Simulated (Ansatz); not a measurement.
Cost and result by functional for the adsorption energy of F on the 1x1 (10-10) surface of wurtzite ZnO (cut with top plane O + Zn), one in a 2x1 cell, started at the site 'top Zn #2', in Ansatz (plane waves, PAW). Single points on the PBE structure, on one kind of machine; costs are rough ratios of the slab run's core time (references not counted) to the cheapest single point. r2SCAN's cost holds its higher cutoff (500 against 420 eV). Differences are taken against r2SCAN for comparison alone: no measured value is at hand, so the table doesn't rank accuracy. The points keep PBE's geometry, so the relaxation of a polaron and the settling of charge on one site are left out.

Host crystal: wurtzite ZnO, with a band gap (PBE, scalar-relativistic without spin-orbit coupling).

Slab: 33 atoms, 9.4 Å thick at the start under the adsorbate (thin: gaps and levels are the slab's own); k 3x4x1, smearing 0.01 eV, dipole-corrected; 16 atoms held, the rest relaxed; symmetry of the start imposed; spin-polarised, ending with about 0.5 μB a cell, a value that depends on the mesh; orders that need a larger cell were not tried, no spin-orbit, no U, no dispersion correction. The slab shows no gap over 0.04 eV on its mesh. At the end it is bonded to 2 Zn. In PBE it is, or lies within 0.03 eV of, the lowest of the starts that converged. These notes are the PBE run's. RPBE: The program's check for a lower electronic state was not made. r2SCAN: The program's check for a lower electronic state was not made. Adsorption energies are against ½ F2(g). A negative adsorption energy means that the adsorbate is more stable on the surface than in its reference.

| functional | relative cost | adsorption energy (eV) | less r2SCAN (eV) |
|---|---|---|---|
| RPBE | 1 | -1.48 | 0.16 |
| r2SCAN | 3 | -1.64 | 0.00 |
| PBE (the relaxed run's value) | – | -1.54 | 0.10 |

The values span 0.16 eV, while the single points' costs differ by a factor of roughly 3. Differences are of unrounded values.

Ansatz is an electronic-structure program.
